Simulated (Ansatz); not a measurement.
Input for fluorite-type NiSi2 (0 0 1) on silicon (0 0 1), C on 1 of 2 substrate sites at each interface (film strained to the substrate, faces as cut):

Ansatz 0.2 input:
```yaml
crystal:
  lattice:
    - [7.735748, 0.0, -0.114817598]
    - [0.0, 3.867874, -0.032000338]
    - [2.771882686, 0.073933205, 26.371775584]
  atoms:
    - { symbol: Si, position: [0.411329315, 0.888759503, 0.053948778] }
    - { symbol: Si, position: [0.998589341, 0.918516214, 0.061065611] }
    - { symbol: C, position: [0.214300614, 0.907338002, 0.018174635] }
    - { symbol: Si, position: [0.758050431, 1.114227226, 0.015180241] }
    - { symbol: Si, position: [0.675434367, 0.420349669, 0.15848097] }
    - { symbol: Si, position: [0.179933305, 0.421901321, 0.162424562] }
    - { symbol: Si, position: [0.433806699, 0.39808533, 0.106131353] }
    - { symbol: Si, position: [0.949369382, 0.421891949, 0.110019565] }
    - { symbol: Si, position: [0.399097936, 0.930054633, 0.264626514] }
    - { symbol: Si, position: [0.897587361, 0.930254447, 0.264330899] }
    - { symbol: Si, position: [0.164267275, 0.925197608, 0.213678284] }
    - { symbol: Si, position: [0.662479449, 0.924604236, 0.211272757] }
    - { symbol: Si, position: [0.619650819, 0.435196215, 0.367018] }
    - { symbol: Si, position: [0.118808153, 0.436217336, 0.369211043] }
    - { symbol: Si, position: [0.38362086, 0.432816404, 0.316384036] }
    - { symbol: Si, position: [0.885192777, 0.43304821, 0.316159252] }
    - { symbol: Si, position: [0.351502776, 0.930720677, 0.472200038] }
    - { symbol: Si, position: [0.830886288, 0.947420831, 0.472620606] }
    - { symbol: Si, position: [0.104596628, 0.938115226, 0.421752328] }
    - { symbol: Si, position: [0.6070197, 0.937161669, 0.418321397] }
    - { symbol: C, position: [0.569227573, 0.42590631, 0.561145364] }
    - { symbol: Si, position: [0.062385701, 0.529701117, 0.564199548] }
    - { symbol: Si, position: [0.360322529, 0.429501888, 0.522445325] }
    - { symbol: Si, position: [0.798930321, 0.449245534, 0.523625793] }
    - { symbol: Ni, position: [0.087659742, 0.80777305, 0.778963839] }
    - { symbol: Ni, position: [0.553606259, 0.786115998, 0.784596991] }
    - { symbol: Ni, position: [0.354824025, 0.301752732, 0.675840725] }
    - { symbol: Ni, position: [0.825428166, 0.323038019, 0.683845665] }
    - { symbol: Ni, position: [0.008877763, 0.872031911, 0.976524582] }
    - { symbol: Ni, position: [0.560890837, 0.809298064, 0.980089817] }
    - { symbol: Ni, position: [0.291319333, 0.395039369, 0.892406138] }
    - { symbol: Ni, position: [0.794501022, 0.287173641, 0.870971349] }
    - { symbol: Si, position: [0.826469923, 0.813165032, 0.732768517] }
    - { symbol: Si, position: [0.341496504, 0.798820235, 0.727584032] }
    - { symbol: Si, position: [0.085330403, 0.310040584, 0.72979576] }
    - { symbol: Si, position: [0.567959889, 0.295657046, 0.732191898] }
    - { symbol: Si, position: [0.104835813, 0.220677903, 0.638205169] }
    - { symbol: Si, position: [0.606527104, 0.162154053, 0.622743436] }
    - { symbol: Si, position: [0.877232017, 0.807866101, 0.635178001] }
    - { symbol: Si, position: [0.431144152, 0.677871965, 0.612019911] }
    - { symbol: Si, position: [0.793177942, 0.801751168, 0.922134544] }
    - { symbol: Si, position: [0.297958413, 0.885951447, 0.947039952] }
    - { symbol: Si, position: [0.016100572, 0.363408459, 0.930578827] }
    - { symbol: Si, position: [0.542850401, 0.326248601, 0.933330904] }
    - { symbol: Si, position: [0.072278619, 0.310963823, 0.833018252] }
    - { symbol: Si, position: [0.539999728, 0.300805724, 0.83408815] }
    - { symbol: Si, position: [0.808489796, 0.793314706, 0.825426112] }
    - { symbol: Si, position: [0.300166396, 0.847950883, 0.835006337] }
basis:
  ecutwfc: 420
  ecutrho_ratio: 4
  xc_grid: 2
kpoints:
  mp_grid: { grid: [4, 7, 1] }
hamiltonian:
  xc: pbe
  dispersion: none
  pseudopotentials: { kind: paw }
scf:
  n_extra_bands: 41
  occupations: { method: fermi_dirac, width: 0.05 }
output:
  forces: true
  stress: true
  eigenstates:
    kpoints:
      - [0, 0, 0]
      - [0.5, 0, 0]
      - [0, 0.5, 0]
      - [0.5, 0.5, 0]
    e_range: [-3.5, 3.5]
    localisation: true
relax:
  f_tol: 0.04
  max_steps: 70
  cell: { fix: [a, b, gamma], stress_tol: 0.3 }
```

The numbers are results of PBE (plane waves to 420 eV, PAW; Ansatz, an electronic-structure program), not measurements. Spin–orbit coupling is left out; the runs are not spin-polarised. Its k-point mesh 4×7×1, Fermi–Dirac width 0.05 eV.

Problem. What does the end of the output print (band table and long remarks left out, numbers rounded to eight decimals)?

Solution. 
```
SCF converged after 6 iterations
Free energy (F): -71381.225884 eV
Harris-Foulkes:  -71381.225884 eV  (|F-HF|=4.66e-10)
Internal energy: -71381.148805 eV  (E = F + TS)
E sigma→0 (E₀):  -71381.187344 eV
Entropy (-TS):   -0.077080 eV (-1.606 meV/atom)
Fermi energy:    8.899525 eV
--- Per-component energies (eV) ---
  E_band       = -3232.177226
  E_kinetic    = 4006.614310
  E_local      = -139739.307487  (includes V_loc(G=0)·N_el)
  E_nonlocal   = 6070.914986
  E_hartree    = 66751.418697
  E_xc         = -2892.437816
  E_vxc        = -2799.272800  (∫ρ·V_xc dr)
  E_paw        = -32698.167519  (= ΣΔE_a)
  E_vpaw       = -4273.973343  (= ΣTr[D̂ρ^β])
  E_aug_tail   = 0.004436  (compensation charges beyond the density's cutoff)
  E_ewald      = 27119.811587
  E_smearing   = -0.077080  (= −TS)
  E_closure    = 0.000000  (closes the sum)
  Σ components = -71381.225884   (vs F -71381.225884, Δ=0.00e0)
--- Forces (eV/Å), atoms counted from 1 ---
  atom   1  Si     0.00689222    -0.00008928    -0.00585609
  atom   2  Si     0.00475430    -0.00252663    -0.00468359
  atom   3  C      0.00597533     0.00218767     0.01243694
  atom   4  Si    -0.00161991     0.00001325    -0.00142587
  atom   5  Si    -0.00003077    -0.00108469     0.00039243
  atom   6  Si    -0.00122097    -0.00005245    -0.00079003
  atom   7  Si    -0.00015738    -0.00044954    -0.00062897
  atom   8  Si    -0.00076258     0.00118355    -0.00141461
  atom   9  Si    -0.00014967    -0.00157922     0.00075191
  atom  10  Si    -0.00011040     0.00020024    -0.00089115
  atom  11  Si     0.00045593     0.00033575     0.00005138
  atom  12  Si    -0.00094174     0.00097351    -0.00017868
  atom  13  Si    -0.00009535     0.00009060     0.00048005
  atom  14  Si    -0.00000285    -0.00092774     0.00077321
  atom  15  Si    -0.00011827     0.00086829     0.00052169
  atom  16  Si    -0.00041713     0.00035365     0.00017360
  atom  17  Si    -0.00051971    -0.00001909    -0.00022047
  atom  18  Si     0.00035190     0.00016204    -0.00032124
  atom  19  Si     0.00006140     0.00067226    -0.00054407
  atom  20  Si    -0.00076414    -0.00030490    -0.00079453
  atom  21  C      0.00004999    -0.00154075     0.00159630
  atom  22  Si     0.00176988     0.00370298     0.00054277
  atom  23  Si     0.00056205    -0.00027099    -0.00143069
  atom  24  Si    -0.00247166    -0.00006166     0.00314064
  atom  25  Ni     0.00011007    -0.00008783     0.00089940
  atom  26  Ni    -0.00012907     0.00013266    -0.00018753
  atom  27  Ni    -0.00120541    -0.00082550    -0.00405969
  atom  28  Ni    -0.00052256     0.00153272    -0.00048803
  atom  29  Ni    -0.01547116    -0.00210184    -0.00546090
  atom  30  Ni    -0.00163905     0.00208974     0.00954449
  atom  31  Ni    -0.00142781     0.00045668     0.00127963
  atom  32  Ni     0.00311095     0.00009331    -0.00272362
  atom  33  Si    -0.00101806     0.00017032     0.00034222
  atom  34  Si     0.00262509    -0.00146873     0.00126849
  atom  35  Si    -0.00241732     0.00040926    -0.00032032
  atom  36  Si     0.00238722     0.00091266     0.00178090
  atom  37  Si    -0.00102266     0.00041408    -0.00072338
  atom  38  Si     0.00259587     0.00184702     0.00310327
  atom  39  Si    -0.00081218    -0.00149984    -0.00139607
  atom  40  Si    -0.00028678    -0.00147806    -0.00224459
  atom  41  Si    -0.00299272     0.00112718    -0.00129423
  atom  42  Si     0.00051750    -0.00051096     0.00292783
  atom  43  Si     0.00423692     0.00139060    -0.00112143
  atom  44  Si     0.00197773    -0.00260319    -0.00101162
  atom  45  Si     0.00269467     0.00059078     0.00058192
  atom  46  Si    -0.00285763     0.00079376    -0.00132106
  atom  47  Si    -0.00073847    -0.00214027    -0.00275443
  atom  48  Si     0.00079427    -0.00108155     0.00169897
  max |Σ_I F_I| component: 1.13e-6 eV/Å
--- Stress (GPa, compression-positive) ---
       -1.552520       0.833703       0.033239
        0.833703      -0.862207      -0.017603
        0.033239      -0.017603      -0.005217
  P = ⅓ Tr σ = -0.8066 GPa (-8.066 kbar)
--- Relaxed structure (13 steps of the walk, 10 accepted, 1 SCFs on fresh bases) ---
  F+E_penalty+E_count = -71381.22588406 eV   max|allowed force component| = 1.547e-2 eV/Å   (the final SCF, on the basis selected at the relaxed cell)
  cell:  # Å, volume = 784.8569 Å³
    - [7.73308047, -0.00148564, -0.23333334]
    - [-0.00074158, 3.86746099, -0.06494807]
    - [2.36394978, -0.15288403, 26.17414348]
  atoms:
    - { symbol: Si, position: [0.40814321, 0.89476532, 0.05438655] }
    - { symbol: Si, position: [0.98588011, 0.95470546, 0.06259849] }
    - { symbol: C, position: [0.19836892, 0.90197706, 0.02299809] }
    - { symbol: Si, position: [0.71589165, 1.16759892, 0.01709087] }
    - { symbol: Si, position: [0.67001278, 0.43640711, 0.16091190] }
    - { symbol: Si, position: [0.18054165, 0.44026093, 0.16402866] }
    - { symbol: Si, position: [0.43085318, 0.41019423, 0.10751211] }
    - { symbol: Si, position: [0.93938118, 0.45997532, 0.11296072] }
    - { symbol: Si, position: [0.40372197, 0.96255883, 0.26818434] }
    - { symbol: Si, position: [0.90441180, 0.94521494, 0.26527216] }
    - { symbol: Si, position: [0.16778555, 0.94847011, 0.21546480] }
    - { symbol: Si, position: [0.66128480, 0.94411827, 0.21385619] }
    - { symbol: Si, position: [0.63809784, 0.48124997, 0.36916206] }
    - { symbol: Si, position: [0.12731801, 0.46211223, 0.37265542] }
    - { symbol: Si, position: [0.39115125, 0.47100478, 0.32050289] }
    - { symbol: Si, position: [0.89556633, 0.45272899, 0.31720645] }
    - { symbol: Si, position: [0.37076957, 0.93456279, 0.46977592] }
    - { symbol: Si, position: [0.85064224, 1.03212193, 0.47966985] }
    - { symbol: Si, position: [0.11243280, 0.96805909, 0.42584674] }
    - { symbol: Si, position: [0.63117081, 0.99146818, 0.42036972] }
    - { symbol: C, position: [0.57695748, 0.44563135, 0.56282675] }
    - { symbol: Si, position: [0.11747883, 0.57930211, 0.56604958] }
    - { symbol: Si, position: [0.38920373, 0.43523803, 0.52003416] }
    - { symbol: Si, position: [0.80666267, 0.55196476, 0.53307181] }
    - { symbol: Ni, position: [0.06802488, 0.78992884, 0.77853485] }
    - { symbol: Ni, position: [0.55112523, 0.78802323, 0.77763967] }
    - { symbol: Ni, position: [0.33885392, 0.25536885, 0.67347786] }
    - { symbol: Ni, position: [0.82925534, 0.28993696, 0.67819549] }
    - { symbol: Ni, position: [0.01281988, 0.88745794, 0.97551249] }
    - { symbol: Ni, position: [0.58386033, 0.68484749, 0.98569500] }
    - { symbol: Ni, position: [0.29147777, 0.30243126, 0.88615320] }
    - { symbol: Ni, position: [0.78420949, 0.30480543, 0.87317057] }
    - { symbol: Si, position: [0.82013319, 0.79194076, 0.72810238] }
    - { symbol: Si, position: [0.32059084, 0.76603372, 0.72421154] }
    - { symbol: Si, position: [0.07950216, 0.27944438, 0.72509460] }
    - { symbol: Si, position: [0.56732634, 0.28228119, 0.72679665] }
    - { symbol: Si, position: [0.10558484, 0.11869307, 0.62323118] }
    - { symbol: Si, position: [0.60323480, 0.17575786, 0.62119275] }
    - { symbol: Si, position: [0.84305463, 0.76423944, 0.62702114] }
    - { symbol: Si, position: [0.40495782, 0.70365182, 0.61569161] }
    - { symbol: Si, position: [0.79265384, 0.81489528, 0.92381230] }
    - { symbol: Si, position: [0.30325395, 0.78240797, 0.95334539] }
    - { symbol: Si, position: [0.01982314, 0.36030553, 0.92826180] }
    - { symbol: Si, position: [0.53660376, 0.22618674, 0.93418957] }
    - { symbol: Si, position: [0.05863634, 0.29729052, 0.82985661] }
    - { symbol: Si, position: [0.53791450, 0.29608559, 0.82897929] }
    - { symbol: Si, position: [0.79849177, 0.79646110, 0.82471137] }
    - { symbol: Si, position: [0.30039727, 0.79493639, 0.83345227] }
```

Cost: around 60 core-minutes (rough).
